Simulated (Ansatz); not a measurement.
The starting structures come from a database of crystals and need not be the phases stable at ambient conditions.

Inside the gap of an insulator the Bloch states are evanescent, with a wavenumber k + iκ along the transport direction.

Consider the following.

```
YF3
1.0
    6.75934     0.00000     0.00000
   -3.37967     5.85376     0.00000
    0.00000     0.00000     6.94432
Y F
6 18
Cartesian
 -2.21203   3.83134   5.20824
 -1.16764   2.02242   1.73608
  1.16764   2.02242   5.20824
  2.21203   3.83134   1.73608
  4.42406   0.00000   5.20824
  2.33528   0.00000   1.73608
 -0.81126   2.18767   6.39655
  4.19093   3.66609   0.54777
  1.89072   4.05736   6.39655
  1.48895   1.79640   0.54777
 -1.07947   5.46249   6.39655
  4.45914   0.39127   0.54777
  2.56841   3.66609   4.01993
  0.81126   2.18767   2.92439
  5.27039   1.79640   4.01993
 -1.89072   4.05736   2.92439
  2.30020   0.39127   4.01993
  1.07947   5.46249   2.92439
  3.37967   1.95126   5.68038
  0.00000   3.90250   1.26394
  0.00000   3.90250   4.73610
  3.37967   1.95126   2.20822
  0.00000   0.00000   5.20824
  0.00000   0.00000   1.73608
```

Space group of this cell: P-3c1. The cell is taken as given.

Transport runs along the normal of the first two printed cell vectors, the (001) plane of the conventional cell.

The gap is the functional's own, uncorrected, and κ follows it; spin-orbit coupling is left out. Mid-gap values are interpolated between the computed energies.

### Question
State the band gap and the smallest decay constant κ at mid-gap according to r2SCAN (Ansatz, a program for electronic structure).

### Answer
Gap 8.47 eV on a 6×6×6 mesh; κ = 0.559 1/Å, at the zone centre.
